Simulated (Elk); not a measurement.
**Input and output of a self-consistent single point for SiSbPt5 (P4/mmm, 7 atoms in the cell) (Elk)**

Method of the run: LDA (PW92), all-electron FP-LAPW, Elk's shipped species files, default APW+lo basis run with Elk.

Input as run:

```
tasks
  0

rmtscf
  0.88

stype
  0

swidth
  0.00367493

maxscl
  100

scale
  7.55206369

avec
    1.0000000000    0.0000000000    0.0000000000
    0.0000000000    1.0000000000    0.0000000000
    0.0000000000    0.0000000000    1.8199195272

atoms
  3
  'Si.in'
  1
  0.0000000000  0.0000000000  0.5000000000    0.0 0.0 0.0
  'Sb.in'
  1
  0.5000000000  0.5000000000  0.0000000000    0.0 0.0 0.0
  'Pt.in'
  5
  0.0000000000  0.5000000000  0.3004000000    0.0 0.0 0.0
  0.0000000000  0.5000000000  0.6996000000    0.0 0.0 0.0
  0.5000000000  0.0000000000  0.3004000000    0.0 0.0 0.0
  0.5000000000  0.0000000000  0.6996000000    0.0 0.0 0.0
  0.0000000000  0.0000000000  0.0000000000    0.0 0.0 0.0

ngridk
  6 6 3
```

Output, abridged:

```
│ Elk code version 10.2.4 │

All units are atomic (Hartree, Bohr, etc.)

│ Ground-state run starting from atomic densities │

Lattice vectors :
   7.552063690       0.000000000       0.000000000
   0.000000000       7.552063690       0.000000000
   0.000000000       0.000000000       13.74414818

Unit cell volume      :    783.8791565
Brillouin zone volume :   0.3164393534

Muffin-tin inner radius fraction :   0.1000000000E-01

Nuclei treated as point charges

Species :    1 (Si)
 parameters loaded from : Si.in
 name : silicon
 nuclear charge    :   -14.00000000
 electronic charge :    14.00000000
 atomic mass :    51196.73454
 muffin-tin radius :    1.936000000
 number of radial points in muffin-tin :    397
 atomic positions (lattice), magnetic fields (Cartesian) :
   1 :   0.00000000  0.00000000  0.00000000    0.00000000  0.00000000  0.00000000

Species :    2 (Sb)
 parameters loaded from : Sb.in
 name : antimony
 nuclear charge    :   -51.00000000
 electronic charge :    51.00000000
 atomic mass :    221954.9019
 muffin-tin radius :    2.288000000
 number of radial points in muffin-tin :    597
 atomic positions (lattice), magnetic fields (Cartesian) :
   1 :   0.50000000  0.50000000  0.50000000    0.00000000  0.00000000  0.00000000

Species :    3 (Pt)
 parameters loaded from : Pt.in
 name : platinum
 nuclear charge    :   -78.00000000
 electronic charge :    78.00000000
 atomic mass :    355605.4398
 muffin-tin radius :    2.464000000
 number of radial points in muffin-tin :    697
 atomic positions (lattice), magnetic fields (Cartesian) :
   1 :   0.00000000  0.50000000 -0.19960000    0.00000000  0.00000000  0.00000000
   2 :   0.00000000  0.50000000  0.19960000    0.00000000  0.00000000  0.00000000
   3 :   0.50000000  0.00000000 -0.19960000    0.00000000  0.00000000  0.00000000
   4 :   0.50000000  0.00000000  0.19960000    0.00000000  0.00000000  0.00000000
   [... lines left out ...]
Maximum |G| for potential and density :    12.00000000
 potential will be trimmed for |G| > 2 gkmax
Constant for pseudocharge density :    7
Radial integration step length :    4

G-vector grid sizes :     30    30    54
Number of G-vectors :    22949

Maximum angular momentum used for
 APW functions                      :    8
 outer part of muffin-tin           :    6
 inner part of muffin-tin           :    1

Total nuclear charge    :   -455.0000000
Total core charge       :    286.0000000
Total valence charge    :    169.0000000
Total excess charge     :    0.000000000
Total electronic charge :    455.0000000

Effective Wigner radius, rₛ :   0.7436747513

Number of empty states         :   28
Total number of valence states :  113
Total number of core states    :  286

Total number of local-orbitals :  174

Exchange-correlation functional :      3     0     0
 Perdew-Wang/Ceperley-Alder, Phys. Rev. B 45, 13244 (1992)
 gradient requirement :    0
 local density approximation (LDA)

Smearing type :    0
 Gaussian
Smearing width :   0.3674930000E-02
Effective electronic temperature (K) :    1160.451112

Mixing type :    3
 Broyden mixing, J. Phys. A: Math. Gen. 17, L317 (1984)

Kohn-Sham potential initialised from atomic data
│ Self-consistent loop started │
│ Loop number : 1 │
 total energy                :     -98901.4791848
│ Loop number : 2 │
 total energy                :     -98904.5300181
RMS change in Kohn-Sham potential (target) :   0.2154152124     (  0.1000000000E-05)
Absolute change in total energy (target)   :    3.050833308     (  0.1000000000E-03)
│ Loop number : 3 │
 total energy                :     -98917.1528882
RMS change in Kohn-Sham potential (target) :   0.1799233372     (  0.1000000000E-05)
Absolute change in total energy (target)   :    13.38557839     (  0.1000000000E-03)
│ Loop number : 4 │
 total energy                :     -98933.7597264
RMS change in Kohn-Sham potential (target) :   0.1218454451     (  0.1000000000E-05)
Absolute change in total energy (target)   :    19.95323286     (  0.1000000000E-03)
│ Loop number : 5 │
 total energy                :     -98938.2954838
RMS change in Kohn-Sham potential (target) :   0.9882392406E-01 (  0.1000000000E-05)
Absolute change in total energy (target)   :    9.524065611     (  0.1000000000E-03)
   [... lines left out ...]
Absolute change in total energy (target)   :   0.1219640028E-01 (  0.1000000000E-03)
│ Loop number : 15 │
 total energy                :     -98949.4712680
RMS change in Kohn-Sham potential (target) :   0.9173810598E-06 (  0.1000000000E-05)
Absolute change in total energy (target)   :   0.3148120857E-02 (  0.1000000000E-03)
│ Loop number : 16 │
 total energy                :     -98949.4711808
RMS change in Kohn-Sham potential (target) :   0.2275468830E-06 (  0.1000000000E-05)
Absolute change in total energy (target)   :   0.8742459613E-03 (  0.1000000000E-03)
│ Loop number : 17 │
 total energy                :     -98949.4711620
RMS change in Kohn-Sham potential (target) :   0.5122213450E-07 (  0.1000000000E-05)
Absolute change in total energy (target)   :   0.2374390315E-03 (  0.1000000000E-03)
│ Loop number : 18 │
 total energy                :     -98949.4711555
RMS change in Kohn-Sham potential (target) :   0.6581333642E-07 (  0.1000000000E-05)
Absolute change in total energy (target)   :   0.6585245137E-04 (  0.1000000000E-03)
Convergence targets achieved

│ Loop number : 19 │

Energies :
 Fermi                       :     0.384266879228
 sum of eigenvalues          :     -60692.8328984
 electron kinetic            :      112582.341039
 core electron kinetic       :      108303.841617
 Coulomb                     :     -209611.889643
 Coulomb potential           :     -170726.729162
 nuclear-nuclear             :     -7644.28423456
 electron-nuclear            :     -233208.481656
 Hartree                     :      31240.8762471
 Madelung                    :     -124248.525062
 xc potential                :     -2548.44477582
 exchange                    :     -1873.14784492
 correlation                 :     -46.7747117566
 total energy                :     -98949.4711609

Density of states at Fermi energy :    171.8214920
 (states/Hartree/unit cell)

Estimated indirect band gap :   0.7544652464E-03
 from k-point      6 to k-point     20
Estimated direct band gap   :   0.6357892039E-02
 at k-point     11

Charges :
 core                        :    286.0000000
 valence                     :    169.0000000
 interstitial                :    13.35706042
 muffin-tins (core leakage)
  species :    1 (Si)
   atom    1                 :    11.61265651     (  0.5200173216E-02)
  species :    2 (Sb)
   atom    1                 :    48.04122447     (  0.4071228369E-02)
  species :    3 (Pt)
   atom    1                 :    76.40485259     (  0.9068790336E-03)
   atom    2                 :    76.40485259     (  0.9068790336E-03)
   atom    3                 :    76.40485259     (  0.9068790336E-03)
   atom    4                 :    76.40485259     (  0.9068790336E-03)
   atom    5                 :    76.36964822     (  0.9097961483E-03)
 total in muffin-tins        :    441.6429396
 total calculated charge     :    454.9648813
 total charge                :    455.0000000
 error                       :   0.3511874175E-01

│ Self-consistent loop stopped │
```

The run converged in 19 iterations. The count includes the last loop, which Elk runs after its targets are met.

The starting cell comes from a database of computed structures (which also holds hypothetical and non-ambient phases and stackings), without a prior relaxation at this level. Spin-orbit coupling is off. Spin polarisation is off. Values depend on the basis (sphere radii, cutoffs, local orbitals), which need not be converged. The log's line on a gap gives a spacing of levels on this mesh, which the program prints for metals too.

Cost on one core of a shared machine: roughly 90 s.
